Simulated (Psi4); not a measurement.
Psi4 1.11, HF/cc-pvdz, scf_type pk: CB(C)N[SiH](F)F, 15 atoms. The geometry is a generated start, not checked to be a minimum at this level.

```yaml
task: energy
method: scf
basis: cc-pvdz
scf_type: pk
guess: auto, which took SAD (default)
diis_max_vecs: 10 (default)
scf_initial_accelerator: adiis (default)
e_convergence: 1e-06 (default)
d_convergence: 1e-06 (default)
basis_functions: 142
```

On 4 threads. Build: conda-forge: OpenMP (LLVM), MKL, Libint2. Single runs; times are not shown.

Values of memory tried: 8 GB, 4 GB, 2 GB, 1 GB, 0.5 GB, 0.3 GB.

### Question
Which of these memory settings still run, and by which path?

### Answer
It runs down to 0.3 GB, the lowest tried, with the same result. At 8 GB: SCF: PK in core. From 1 GB down: SCF: PK on disk.

| memory | path | peak memory |
|---|---|---|
| 8 GB | SCF: PK in core | 1.2 GiB |
| 4 GB | SCF: PK in core | 1.2 GiB |
| 2 GB | SCF: PK in core | 1.2 GiB |
| 1 GB | SCF: PK on disk | 1.1 GiB |
| 0.5 GB | SCF: PK on disk | 0.76 GiB |
| 0.3 GB | SCF: PK on disk | 0.63 GiB |

Peak memory is the kernel's count for the largest process, libraries included and scratch files not. The peak passes the setting at 1 GB, 0.5 GB, 0.3 GB: it is no hard cap.
